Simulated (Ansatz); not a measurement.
Input:

End structure of the (000-1) surface of wurtzite CdSe, Se-terminated, 2x2 cell from a buckled start (bottom of the slab: 2 H on 4 bottom sites):

```
CELL_PARAMETERS angstrom
      8.76567     0.00000     0.00000
     -4.38283     7.59129     0.00000
      0.00000     0.00000    30.00000
ATOMIC_POSITIONS crystal
  Cd 0.34597 0.15403 0.31781
  Cd 0.83029 0.16973 0.35566
  Cd 0.33029 0.66972 0.35567
  Cd 0.84598 0.65404 0.31782
  Se 0.17502 0.32499 0.36149
  Se 0.66023 0.33978 0.36205
  Se 0.16023 0.83978 0.36204
  Se 0.67503 0.82500 0.36149
  Cd 0.16667 0.33333 0.45156
  Cd 0.66667 0.33333 0.45156
  Cd 0.16667 0.83333 0.45156
  Cd 0.66667 0.83333 0.45156
  Se 0.33333 0.16667 0.48119
  Se 0.83333 0.16667 0.48119
  Se 0.33333 0.66667 0.48119
  Se 0.83333 0.66667 0.48119
  Cd 0.33402 0.16635 0.57089
  Cd 0.83305 0.16720 0.57202
  Cd 0.33313 0.66720 0.57209
  Cd 0.83389 0.66626 0.57085
  Se 0.16715 0.33300 0.59973
  Se 0.66653 0.33382 0.60016
  Se 0.16640 0.83378 0.60012
  Se 0.66731 0.83312 0.59974
  Cd 0.16677 0.33232 0.69130
  Cd 0.66695 0.33452 0.69161
  Cd 0.16559 0.83412 0.69161
  Cd 0.66852 0.83348 0.69128
  Se 0.33366 0.16704 0.71997
  Se 0.83360 0.16687 0.71933
  Se 0.33371 0.66691 0.71853
  Se 0.83352 0.66695 0.72044
  H  0.33203 0.16801 0.26133
  H  0.83196 0.66796 0.26133
```

Set-up: 34 atoms, 13.7 Å thick at the start with caps and adatoms (thin: gaps and levels are the slab's own); mesh 3x3x1; 0.025 eV smearing; dipole correction on; 8 atoms held, the rest relaxed; no symmetry held; no spin (no spin-polarised run to compare, though such a face may carry moments), no spin-orbit, no U. The slab shows no gap over 0.04 eV on its mesh. In PBE it is, or lies within 0.01 eV a 1x1 cell of, the lowest of the 2 structures of its composition computed so far; larger cells were not tried.

### Question
What work function of the top face does PBE (Ansatz, a program for electronic structure) give?

### Answer
6.49 eV
